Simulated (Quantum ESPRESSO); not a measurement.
**Short convergence ladders for SrHI (P4mm, 6 atoms in the cell)**

```xyz
6
Lattice="4.3024 0.0000 0.0000 0.0000 4.3024 0.0000 0.0000 0.0000 9.1251" Properties=species:S:1:pos:R:3 pbc="T T T"
Sr     0.0000     2.1512     1.3702
Sr     2.1512     0.0000     7.8049
H      2.1512     2.1512     0.0000
H      0.0000     0.0000     0.0000
I      0.0000     2.1512     6.2486
I      2.1512     0.0000     2.8765
```

Base method: PBEsol, PseudoDojo standard norm-conserving (PBESOL) pseudopotentials (plane waves; Quantum ESPRESSO).

Base settings: ecutwfc = 75 Ry; occupations = fixed; potentials = {Sr: Sr.upf, H: H.upf, I: I.upf}; K_POINTS = automatic 2 2 1 0 0 0; nbnd = 22; conv_thr = 1e-11 Ry; mixing_beta = 0.4.

The count of work is k-points × plane waves × bands × iterations; it is no time. Core times come from one kind of shared machine, to one figure; runs under 30 s give none.

**The plane-wave cutoff**

The second cell is the first with its lattice scaled by 0.98.

The mesh stays at the base's, so the ladder's end is converged at best in this setting alone.

Only quantities that move along the ladder and can be compared are tabulated; the gap is left out on so coarse a mesh.

| ecutwfc | free energy less the last step's (meV/atom) | energy of the compressed cell less the first (meV/atom) | pressure (GPa) | largest difference of a force vector from the last step's (eV/Å) | count of work / last | core time / last (rough) |
|---|---|---|---|---|---|---|
| 26 Ry | 922.23 | 23.48 | -12.54 | 0.014 | 0.055 | – |
| 30 Ry | 554.00 | -7.95 | -9.42 | 0.017 | 0.068 | – |
| 34 Ry | 310.58 | -0.32 | -6.48 | 0.009 | 0.082 | – |
| 41 Ry | 109.62 | 3.62 | -3.30 | 0.008 | 0.11 | – |
| 52 Ry | 18.47 | 0.65 | -1.42 | 0.002 | 0.16 | – |
| 68 Ry | 0.79 | 0.88 | -0.78 | 0.000 | 0.23 | – |
| 75 Ry | 0.50 | 0.89 | -0.76 | 0.000 | 0.29 | 0.2 |
| 90 Ry | 0.28 | 0.89 | -0.76 | 0.000 | 0.38 | 0.4 |
| 180 Ry | 0.00 | 0.88 | -0.76 | 0.000 | 1.0 | 1 |

Coarsest ecutwfc that holds the free energy within 2 meV/atom of the last step, with all finer ones: 68 Ry, at 0.23 of the last step's count of work; the step before is off by 18 meV/atom.

Coarsest ecutwfc that holds the energy of the compressed cell less the first within 1 meV/atom of the last step, with all finer ones: 52 Ry, at 0.16 of the last step's count of work; the step before is off by 2.7 meV/atom.

Coarsest ecutwfc that holds the pressure within 0.5 GPa of the last step, with all finer ones: 68 Ry, at 0.23 of the last step's count of work; the step before is off by 0.66 GPa.

The energy difference between the two cells stays within 1 meV/atom of the last step's from 52 Ry on, the total only from 68 Ry on: much of the error is common to both cells and cancels.

At the lowest cutoff the pressure lies 11.8 GPa under the last step's, the usual sign of Pulay stress in an incomplete plane-wave basis.

**The cutoff for other potential files**

Level: DFT, PBEsol, plane waves, SSSP 1.1.2 efficiency (PBE) pseudopotentials.

In this ladder: pseudopotentials = {Sr: Sr_pbe_v1.uspp.F.UPF, H: H.pbe-rrkjus_psl.1.0.0.UPF, I: I.pbe-n-kjpaw_psl.0.2.UPF}; input_dft = pbesol. Moved along: ecutrho.

The mesh stays at the base's, so the ladder's end is converged at best in this setting alone.

Only quantities that move along the ladder and can be compared are tabulated; the gap is left out on so coarse a mesh.

```tsv
ecutwfc	free energy less the last step's (meV/atom)	pressure (GPa)	largest difference of a force vector from the last step's (eV/Å)	count of work / last	core time / last (rough)
25 Ry	27.64	-1.00	0.010	0.11	–
30 Ry	14.51	-0.92	0.004	0.14	0.2
38 Ry	4.38	-0.79	0.001	0.20	0.2
55 Ry	0.76	-0.72	0.000	0.36	0.4
82 Ry	0.20	-0.71	0.000	0.64	0.8
110 Ry	0.00	-0.71	0.000	1.0	1
```

Coarsest ecutwfc that holds the free energy within 1 meV/atom of the last step, with all finer ones: 55 Ry, at 0.36 of the last step's count of work and about 0.4 of the last step's time; the step before is off by 4.4 meV/atom.

Coarsest ecutwfc that holds the forces within 0.005 eV/Å of the last step, with all finer ones: 30 Ry, at 0.14 of the last step's count of work and about 0.2 of the last step's time; the step before is off by 0.010 eV/Å.

Coarsest ecutwfc that holds the pressure within 0.1 GPa of the last step, with all finer ones: 38 Ry, at 0.20 of the last step's count of work and about 0.2 of the last step's time; the step before is off by 0.21 GPa.

On the base run: the starting cell comes from a database of computed structures (which also holds hypothetical and non-ambient phases and stackings), without a prior relaxation at this level. Its lattice was rescaled by up to half a per cent. One atom was moved a little off its site on purpose. The mesh is very coarse (it stands for a supercell whose shortest vector is 9 Å): a converged loop gives no converged values here.
